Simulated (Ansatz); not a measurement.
The starting structures come from a database of crystals and need not be the phases stable at ambient conditions.

Evanescent states of VAg3O4 (I-42m, not sure to be the ambient phase, 8 atoms a cell, 15.1 Å³ an atom, -2 GPa at this level) along the normal of (001)

Level of theory: PBEsol (plane waves, PAW; Ansatz, an electronic-structure program).

No gap correction and no spin-orbit coupling; mid-gap values are interpolated between computed energies.

Energies count from the valence-band top; κ is the least over a 6×6 mesh across the current.

```json
[
 {"E (eV)": "0.03", "κ (1/Å)": "0.111", "where": "off Γ"},
 {"E (eV)": "0.07", "κ (1/Å)": "0.185", "where": "off Γ"},
 {"E (eV)": "0.12", "κ (1/Å)": "___", "where": "Γ"},
 {"E (eV)": "0.17", "κ (1/Å)": "___", "where": "Γ"},
 {"E (eV)": "0.23", "κ (1/Å)": "___", "where": "Γ"},
 {"E (eV)": "0.28", "κ (1/Å)": "___", "where": "Γ"},
 {"E (eV)": "0.33", "κ (1/Å)": "0.101", "where": "Γ"},
 {"E (eV)": "0.38", "κ (1/Å)": "0.048", "where": "Γ"}
]
```

**Question.** Fill in the missing entries.

**Answer.** 
- 0.12, κ (1/Å): 0.192
- 0.17, κ (1/Å): 0.177
- 0.23, κ (1/Å): 0.157
- 0.28, κ (1/Å): 0.133
